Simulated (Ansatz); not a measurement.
```yaml
crystal:
  lattice:
    - [15.00000, 0.00000, 0.00000]
    - [0.00000, 15.00000, 0.00000]
    - [0.00000, 0.00000, 5.34591]
  atoms:
    - { symbol: Na, position: [0.62150, 0.50000, 0.00000] }
    - { symbol: Cl, position: [0.50000, 0.63915, 0.00000] }
    - { symbol: Na, position: [0.37850, 0.50000, 0.00000] }
    - { symbol: Cl, position: [0.50000, 0.36085, 0.00000] }
    - { symbol: Cl, position: [0.63915, 0.50000, 0.50000] }
    - { symbol: Na, position: [0.50000, 0.62150, 0.50000] }
    - { symbol: Cl, position: [0.36085, 0.50000, 0.50000] }
    - { symbol: Na, position: [0.50000, 0.37850, 0.50000] }
```

Calculation: PBE (plane waves to 420 eV, PAW; Ansatz, a program for electronic structure). Mesh 1×1×56. No spin polarisation. It repeats along c; a and b span vacuum. A hypothetical model. Symmetry and one short period hold its shape; lower forms weren't sought.

### Question
Tabulate the two highest filled and two lowest empty levels along the axis, from the valence top.

### Answer
```csv
k (2π/c),v2 (eV),v1 (eV),c1 (eV),c2 (eV)
0.000,-0.14,0.00,5.17,–
0.042,-0.14,0.00,5.19,–
0.083,-0.14,-0.01,5.23,–
0.125,-0.13,-0.03,5.31,–
0.167,-0.12,-0.05,5.41,–
0.208,-0.12,-0.08,5.54,–
0.250,-0.12,-0.11,5.69,–
0.292,-0.11,-0.11,–,–
0.333,-0.11,-0.11,–,–
0.375,-0.11,-0.11,–,–
0.417,-0.11,-0.11,–,–
0.458,-0.12,-0.12,–,–
0.500,-0.12,-0.12,–,–
```
A dash stands for levels within 1 eV of the vacuum level or above it.
